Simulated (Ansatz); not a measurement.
Data:

End structure of the (111) surface of diamond, 2x2 cell from a buckled start (bottom of the slab: 4 H on 4 bottom sites):

```xyz
36
Lattice="5.0509 0.0000 0.0000 -2.5255 4.3742 0.0000 0.0000 0.0000 24.5000" Properties=species:S:1:pos:R:3 pbc="T T T"
C      0.0000     0.0000     9.3392
C      2.5255     0.0000     9.3392
C     -1.2627     2.1871     9.3392
C      1.2627     2.1871     9.3392
C      0.0000     1.4581     9.8547
C      2.5255     1.4581     9.8547
C     -1.2627     3.6452     9.8547
C      1.2627     3.6452     9.8547
C      0.0000     1.4581    11.4017
C      2.5255     1.4581    11.4017
C     -1.2627     3.6452    11.4018
C      1.2627     3.6452    11.4018
C      1.2628     0.7291    11.9139
C      3.7882     0.7290    11.9139
C      0.0000     2.9161    11.9141
C      2.5255     2.9161    11.9140
C      1.2628     0.7290    13.4759
C      3.7882     0.7290    13.4760
C      0.0001     2.9162    13.4762
C      2.5254     2.9162    13.4760
C      0.0000     0.0000    13.9620
C      2.5255    -0.0001    13.9621
C     -1.2627     2.1872    13.9622
C      1.2627     2.1872    13.9625
C     -0.0001     0.0002    15.6498
C      2.5255     0.0001    15.6501
C     -1.2627     2.1872    15.6505
C      1.2627     2.1873    15.6505
C      0.0000     1.4581    15.9152
C      2.5255     1.4582    15.9152
C     -1.2627     3.6454    15.9146
C      1.2627     3.6454    15.9155
H      0.0000     0.0000     8.2336
H      2.5255     0.0000     8.2336
H     -1.2628     2.1871     8.2336
H      1.2627     2.1871     8.2336
```

Model: 36-atom slab, 8.1 Å thick at the start with caps and adatoms (thin: gaps and levels are the slab's own), 6x6x1 mesh, Fermi-Dirac 0.025 eV, dipole correction, 8 atoms held, the rest relaxed; symmetry of the start imposed; no spin (in PBE a spin-polarised start ends 0.79 eV a cell lower), no spin-orbit, no U. The slab shows no gap on its mesh. In PBE it lies 0.78 eV a 1x1 cell over the lowest computed structure of the same composition (2x1 π-bonded chains, buckling started one way).

### Question
Give the work function of the top face at the level PBE in Ansatz (a first-principles code).

### Answer
4.73 eV
